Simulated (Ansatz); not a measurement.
For PbS (model structure, started from the zincblende type, F-43m, No. 216, 2 atoms in the cell), LDA in Ansatz (plane waves, PAW) gives:

```
Quantity                               Value
------------------------------  ------------
equilibrium lattice constant a       6.475 Å
cohesive energy                 4.07 eV/atom
band gap                             0.46 eV
```

**Question.** What does r²SCAN+rVV10 (Ansatz, a quantum-chemistry and plane-wave program, plane waves, PAW) give for the same quantities?

**Answer.** 
- lattice constant a: 6.566 Å (goes up by 1.4 %)
- cohesive energy: 3.46 eV/atom (shrinks by 0.61 eV/atom)
- band gap: 0.84 eV (goes up by 0.38 eV)

Changes are worked out from the printed values.

Unless a cell is named, each level is at its own relaxed cell (LDA 33.93, r²SCAN+rVV10 35.39 Å³/atom).

Levels without +SOC leave out spin–orbit coupling, which shifts energies and cells of such heavy elements.

Spin–orbit coupling is included only where a level's name says +SOC; with heavier elements it mostly lowers gaps and can invert bands. Density-functional gaps are differences of (generalised) Kohn–Sham levels.

Ansatz's density-functional and Hartree–Fock values are scalar-relativistic unless marked +SOC, with PAW data made under PBE.

A model structure was made by putting elements into a prototype or built by hand; it is no filed structure, need not be a known phase, and can be a saddle point held by its symmetry.
